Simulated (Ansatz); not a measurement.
# A computed series for GaAs: response to strain

Base system: GaAs in the zinc blende structure (space group F-43m, No. 216; a = 5.603 Å).

Strains are applied to the cell and any free atomic positions relax.

Computed with LDA (Ansatz, a program for electronic structure, PAW, no spin-orbit coupling).

Notes on the quantities. energy relative to the base: free energy F.

```
case                      energy relative to the base                   gap character  band gap
------------------------  ---------------------------  ------------------------------  --------
base                                       0 meV/atom                     direct at Γ   0.49 eV
isotropic strain −3.00 %                 +46 meV/atom  indirect, Γ → Γ–X (87 % along)   1.10 eV
isotropic strain −2.00 %                 +20 meV/atom                     direct at Γ   0.96 eV
isotropic strain −1.50 %                 +11 meV/atom                     direct at Γ   0.84 eV
isotropic strain −1.00 %                +4.8 meV/atom                     direct at Γ   0.72 eV
isotropic strain −0.50 %                +1.2 meV/atom                     direct at Γ   0.60 eV
isotropic strain +1.00 %                +4.4 meV/atom                     direct at Γ   0.26 eV
isotropic strain +1.50 %                +9.7 meV/atom                     direct at Γ   0.16 eV
isotropic strain +2.00 %                            ?                               –      zero
isotropic strain +2.50 %                 +26 meV/atom                               –      zero
```

### Question
What belongs in the blanks?

### Answer

- isotropic strain +2.00 %, energy relative to the base: +17 meV/atom

The mesh was chosen for an insulator and is coarse for the gapless case. Stability against distortions was not tested. The final runs are not spin-polarised. Gaps under 0.05 eV, about the width of the smearing, are given as zero. The zero or small gap of GaAs under isotropic strain +1.00 %, GaAs under isotropic strain +1.50 %, GaAs under isotropic strain +2.00 % and GaAs under isotropic strain +2.50 % can change with the level of theory.
